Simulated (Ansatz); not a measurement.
The parent structure is MoS2 in the 2H-MoS2 type structure (space group P6_3/mmc, No. 194; a = 3.109 Å, c = 11.709 Å; layered, stacked along the Cartesian z axis).

Perturbation: a negative pressure, −2 GPa.

Levels (all Ansatz, a first-principles code, PAW): PBEsol-D3(BJ) (420 eV, no spin-orbit coupling); r2SCAN (500 eV, no spin-orbit coupling).

The geometry is relaxed with PBEsol-D3(BJ).

| Property | Value |
|---|---|
| PBEsol-D3(BJ) lowest conduction level above the VBM at special points | K 1.08 eV; H 1.08 eV; M 1.64 eV; L 1.67 eV |
| PBEsol-D3(BJ) width of the top valence band | 1.77 eV |
| PBEsol-D3(BJ) smallest direct gap | 1.76 eV |

### Question
Predict the lowest conduction level above the VBM at special points, width of the top valence band and smallest direct gap from r2SCAN.

### Answer
The lowest conduction level above the VBM at special points changes from K 1.08 eV; H 1.08 eV; M 1.64 eV; L 1.67 eV to K 1.16 eV; H 1.17 eV; M 1.75 eV; L 1.78 eV; the width of the top valence band rises by 0.042 eV (1.77 eV → 1.82 eV); the smallest direct gap rises by 0.119 eV, from 1.76 eV to 1.87 eV.

Single points use the geometry relaxed with PBEsol-D3(BJ). Their cutoffs differ, which shifts pressures a little. Load acts through the strain it causes; cell and atoms are relaxed under it. No phonon test of stability was made.
